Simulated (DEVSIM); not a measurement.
Structure: Cr/La2O3/p-Ge capacitor, at 300 K.

| layer (left to right) | material | thickness (nm) | Na (cm⁻³) |
|---|---|---|---|
| 1 | La2O3 | 5.00 | - |
| 2 | Ge | 18000 | 1.1e15 |

Metal gate on the left, work function 4.5 eV. Fixed charge at the semiconductor interface 0 cm⁻² (in units of +e); no interface traps.

This is a model device: material constants are rounded textbook-type values typed into the input, and sizes, dopings and lifetimes were drawn at random. Values at 300 K; Nc and Nv go as T^1.5, mobilities as T to minus their exponent, the gap by Varshni's rule with the affinity fixed.

```csv
parameter,La2O3,Ge
gap (eV),5.8,0.664
affinity (eV),1.8,4
permittivity,27,16
Nc (cm⁻³),-,1.04e19
Nv (cm⁻³),-,6e18
Varshni α (eV/K),-,0.000477
Varshni β (K),-,235
```

Model (solved in DEVSIM): 1D Poisson equation in equilibrium, Boltzmann statistics, complete ionisation; no quantum confinement or tunnelling. Metal contacts follow the ideal Schottky-Mott rule: no Fermi-level pinning, no interface dipoles.

The temperature was swept, all else fixed.

```
temperature (K)  minimum of the low-frequency capacitance (μF/cm²)  flat-band voltage (V)  threshold voltage (band bending 2φF) (V)
---------------  -------------------------------------------------  ---------------------  ----------------------------------------
250                                                         0.0245                   0.00                                      0.31
300                                                         0.0350                   0.06                                      0.27
350                                                         0.0641                   0.12                                      0.22
400                                                          0.138                   0.17                                      0.19
450                                                          0.255                   0.18                                      0.19
500                                                          0.417                   0.20                                      0.20
```

From the first row to the last the minimum of the low-frequency capacitance goes from 0.0245 to 0.417. From the first row to the last the flat-band voltage goes from 0.00 to 0.20.
